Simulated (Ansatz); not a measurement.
C on the 1x1 (100) surface of fcc Cu, one in a 2x2 cell, energies for each (26.4 Å²). Energies are against an atom of graphite, without zero-point or thermal terms; each row is named by its start.

Computed with PBE (plane waves to 420 eV, PAW; Ansatz, a first-principles code).

**Question.** Which site binds most strongly?
A) bridge Cu-Cu (span 2.6 Å)
B) hollow Cu-Cu-Cu-Cu over Cu at depth 1.8 Å
C) top Cu

**Answer.** B, hollow Cu-Cu-Cu-Cu over Cu at depth 1.8 Å. Adsorption energies: hollow Cu-Cu-Cu-Cu over Cu at depth 1.8 Å 1.53 eV; bridge Cu-Cu (span 2.6 Å) 3.61 eV; top Cu 4.81 eV.
